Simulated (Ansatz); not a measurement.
# ZnS: response to strain

The reference is ZnS in the wurtzite structure (space group P6_3mc, No. 186; a = 3.738 Å, c = 6.143 Å).

Strains are applied to the cell and any free atomic positions relax.

Method: Kohn–Sham DFT with the LDA functional, run in Ansatz (a first-principles code) with PAW and 420 eV plane waves, no spin-orbit coupling.

Notes on the quantities. energy relative to the base: free energy F.

| isotropic strain (%) | energy relative to the base (meV/atom) |
|---|---|
| 0 | 0.0 |
| 0.6 | 1.6 |
| 1.2 | ? |
| 1.8 | 13.7 |
| 2.4 | 23.9 |
| 3 | 36.6 |

Q: Fit ΔE = Aε² + Bε³ (ε in %) to the rows shown and predict the withheld row.

A: Least squares on the printed values gives A = 4.48 and B = -0.14 meV/atom (largest residual 0.0 meV/atom); this predicts 6.2 meV/atom, and the run gives 6.2 meV/atom, in agreement.

No phonon test of stability was made.
